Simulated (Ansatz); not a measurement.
Levels about the gap of amorphous In$_{16}$Zn$_{8}$O$_{32}$ (56 atoms in a cell of 790 Å³, 6.04 g/cm³; zone centre alone, so wide bands show as single levels with stretches between that a denser mesh fills), at the geometry that PBE relaxed, where it gives 0.1 GPa on a denser mesh. The participation number counts the atoms over which a state spreads; weights are charges in smoothed Voronoi cells. The levels come from a single point, so bond lengths are those of that geometry. Method of the levels: PBE, scalar-relativistic without spin-orbit coupling (Ansatz, a quantum-chemistry and plane-wave program). Sampling: the zone centre alone; Fermi-Dirac width 0.02 eV; no spin polarisation.

Preparation: random packing, a CHGNet melt and quench, and a DFT relaxation. O atoms were pushed apart under 1.9 Å during the dynamics, to hinder bonds among them. It is the lowest in DFT energy of 2 quenches. It is a model cell: composition and starting density were chosen by hand, and all elements were melted together. No dispersion term was used. Its density started from a set value of 5.82 and ended at 6.04 g/cm³. The simulated quench (nominally 170 K/ps over its main leg) is rapid and tends to freeze in more defects than a deposited or slowly cooled glass has. One small periodic cell is one sample of the glass; other quenches scatter about these values. The volume was free in the relaxation, at fixed shape. Stress components on the final sampling reach 1.0 GPa.

```
E - E(highest filled), eV  filling  participation number        largest on  weight O  weight In  weight Zn
-------------------------  -------  --------------------  ----------------  --------  ---------  ---------
-0.33                       filled                  20.3   O, 3 neighbours      0.82       0.03       0.14
-0.32                       filled                  20.8   O, 4 neighbours      0.82       0.03       0.15
-0.26                       filled                  11.7   O, 3 neighbours      0.90       0.03       0.07
-0.24                       filled                  22.7   O, 3 neighbours      0.82       0.03       0.15
-0.17                       filled                  13.4   O, 4 neighbours      0.84       0.03       0.13
-0.09                       filled                  12.6   O, 4 neighbours      0.83       0.02       0.15
0.00                        filled                  14.8   O, 4 neighbours      0.80       0.03       0.17
0.34                         empty                  50.8   O, 3 neighbours      0.53       0.35       0.12
3.15                         empty                  26.3  In, 5 neighbours      0.56       0.39       0.05
3.25                         empty                  22.7  In, 4 neighbours      0.58       0.36       0.05
3.42                         empty                  25.5  In, 4 neighbours      0.58       0.35       0.07
3.49                         empty                  36.1  In, 4 neighbours      0.58       0.38       0.04
3.69                         empty                  30.0  In, 5 neighbours      0.59       0.33       0.07
3.77                         empty                  43.5  In, 6 neighbours      0.57       0.32       0.10
```

Most localised among these is the filled level at -0.26 eV, on a O atom, which has 3 neighbours (In 2.13 Å, In 2.15 Å, In 2.17 Å).
